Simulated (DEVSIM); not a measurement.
System: abrupt Ge n-p junction, at 300 K.

| layer (left to right) | material | thickness (μm) | Nd (cm⁻³) | Na (cm⁻³) | τn (s) | τp (s) |
|---|---|---|---|---|---|---|
| 1 | Ge | 0.170 | 2.8e17 | - | 0.00028 | 0.00028 |
| 2 | Ge | 1.60 | - | 2.7e14 | 0.00028 | 0.00028 |

Left contact: ohmic. Right contact: ohmic. Voltage is applied to the left contact. Recombination: SRH at mid-gap. Mobility is μmin + (μ − μmin)/(1 + (N/Nref)^α).

The device is made up for the run: typed textbook-type constants, with dimensions and the other settings drawn at random. Values at 300 K.

| parameter | Ge |
|---|---|
| gap (eV) | 0.664 |
| affinity (eV) | 4 |
| permittivity | 16 |
| Nc (cm⁻³) | 1.04e19 |
| Nv (cm⁻³) | 6e18 |
| μn (cm²/Vs) | 3900 |
| μp (cm²/Vs) | 1900 |
| μn,min | 150 |
| μp,min | 100 |
| Nref,n | 2.6e17 |
| Nref,p | 4e17 |
| αn | 0.56 |
| αp | 0.6 |

Model (solved in DEVSIM): 1D drift-diffusion, Boltzmann statistics, complete ionisation; no tunnelling, impact ionisation, image-force lowering or self-heating.

The doping Nd of layer 1 was swept, all else fixed.

```csv
doping Nd of layer 1 (cm^-3),potential step across the device at zero bias (V),largest field in the device at zero bias (V/cm),dark forward voltage at 100 A/cm² (V)
8.4e15,0.221,5000,0.187
2.8e16,0.252,8300,0.184
8.4e16,0.281,…,0.182
2.8e17,0.312,25000,0.182
8.4e17,0.340,43000,0.181
2.8e18,0.371,78000,0.181
```

Q: Some entries are withheld; supply them.

A: 
- 8.4e16, largest field in the device at zero bias (V/cm): 14000
